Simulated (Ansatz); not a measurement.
The starting structures come from a database of crystals and need not be the phases stable at ambient conditions.

 Where the default PAW files enter, the runs use the earlier of Ansatz's two default sets.

Crystal: KIO$_{3}$ (R3m, not sure to be the ambient phase, 5 atoms a cell, 17.5 Å³ an atom); planes in its conventional cell.

Calculation: PBEsol (plane waves, PAW; Ansatz, a first-principles code).

The gap is the functional's own. No spin-orbit coupling. Mid-gap values are interpolated on the energy grid.

```tsv
plane	area of the cell (Å²)	mid-gap κ (1/Å)	largest κ in the gap (1/Å)
(110)	28.2	0.28	0.29
(001)	33.3	(withheld)	(withheld)
```

### Question
The slowest decay depends on the direction. Supply the withheld values.

### Answer

- (001), mid-gap κ (1/Å): 0.34
- (001), largest κ in the gap (1/Å): 0.34
